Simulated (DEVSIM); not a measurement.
Device: abrupt GaAs n-p junction, at 350 K.

| layer (left to right) | material | thickness (μm) | Nd (cm⁻³) | Na (cm⁻³) | τn (s) | τp (s) |
|---|---|---|---|---|---|---|
| 1 | GaAs | 0.730 | 4e16 | - | 1.5e-9 | 1.5e-9 |
| 2 | GaAs | 22.0 | - | 1.7e17 | 1.5e-9 | 1.5e-9 |

Left contact: ohmic. Right contact: ohmic. Voltage is applied to the left contact. Recombination: SRH at mid-gap, radiative, Auger. Mobility is μmin + (μ − μmin)/(1 + (N/Nref)^α).

The device is made up for the run: typed textbook-type constants, with dimensions and the other settings drawn at random. Values at 300 K; Nc and Nv go as T^1.5, mobilities as T to minus their exponent, the gap by Varshni's rule with the affinity fixed.

| parameter | GaAs |
|---|---|
| gap (eV) | 1.424 |
| affinity (eV) | 4.07 |
| permittivity | 12.9 |
| Nc (cm⁻³) | 4.7e17 |
| Nv (cm⁻³) | 9e18 |
| μn (cm²/Vs) | 8500 |
| μp (cm²/Vs) | 400 |
| μn,min | 500 |
| μp,min | 20 |
| Nref,n | 6e16 |
| Nref,p | 1.5e17 |
| αn | 0.39 |
| αp | 0.38 |
| T exponent of μn | 2.1 |
| T exponent of μp | 2.2 |
| B (cm³/s) | 2e-10 |
| Cn (cm⁶/s) | 1e-30 |
| Cp (cm⁶/s) | 1e-30 |
| Varshni α (eV/K) | 0.000541 |
| Varshni β (K) | 204 |

Model (solved in DEVSIM): 1D drift-diffusion, Boltzmann statistics, complete ionisation; no tunnelling, impact ionisation, image-force lowering or self-heating.

The doping Nd of layer 1 was swept, all else fixed.

| doping Nd of layer 1 (cm^-3) | dark forward voltage at 100 A/cm² (V) | potential step across the device at zero bias (V) | largest field in the device at zero bias (V/cm) | dark forward voltage at 1 A/cm² (V) |
|---|---|---|---|---|
| 1.2e15 | 1.061 | 1.087 | 29000 | 0.817 |
| 4e15 | 1.084 | 1.124 | 37000 | 0.864 |
| 1.2e16 | [?] | 1.157 | [?] | [?] |
| 4e16 | 1.132 | 1.193 | 100000 | 0.934 |
| 1.2e17 | 1.145 | 1.226 | 150000 | 0.955 |

Question: Fill in the missing entries.

Answer: 
- 1.2e16, dark forward voltage at 100 A/cm² (V): 1.107
- 1.2e16, largest field in the device at zero bias (V/cm): 59000
- 1.2e16, dark forward voltage at 1 A/cm² (V): 0.901
